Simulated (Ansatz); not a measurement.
An Ansatz (an electronic-structure program) input (LDA in Ansatz (plane waves to 420 eV, PAW, no spin-orbit coupling)):

Ansatz 0.2 input:
```yaml
crystal:
  lattice:
    - [3.1104483865, 0, 0]
    - [1.5552241932, 2.6937273198, 0]
    - [0, 0, 5.214400637]
  atoms:
    - { symbol: Zn, position: [0.3333333333, 0.3333333333, 0.0017949994] }
    - { symbol: Zn, position: [0.6666666667, 0.6666666667, 0.5017949994] }
    - { symbol: O, position: [0.3333333333, 0.3333333333, 0.3802050006] }
    - { symbol: O, position: [0.6666666667, 0.6666666667, 0.8802050006] }
basis: { ecutwfc: 420, ecutrho_ratio: 4, xc_grid: 2, fft_grid_basis: typed }
kpoints: { mp_grid: { grid: [12, 12, 7] } }
hamiltonian:
  xc: lda
  dispersion: none
  pseudopotentials: { kind: paw }
scf: { occupations: { method: fermi_dirac, width: 0.05 } }
relax: { f_tol: 0.005, max_steps: 50, cell: { stress_tol: 0.01, fix: [a, b, gamma] } }
output: { forces: true, stress: true }
checkpoint: { write: state.ck, write_every: 1000 }
```

Q: Which symmetry and how many k-points will the program report, and about how many plane waves at Γ?

A: Space group P63mc (ITA 186) with 12 operations, k-points 76 of 1008, and 869 plane waves at Γ.

Q: And the final pressure?

A: 3.80 GPa (compression positive).

The cells carry an imposed strain or load. Whether these cells are dynamically stable was not tested. The cell was made from ZnO in the wurtzite structure (space group P6_3mc, No. 186) by this change: biaxial strain −2.40 %, plane normal [001], relaxed out of plane.
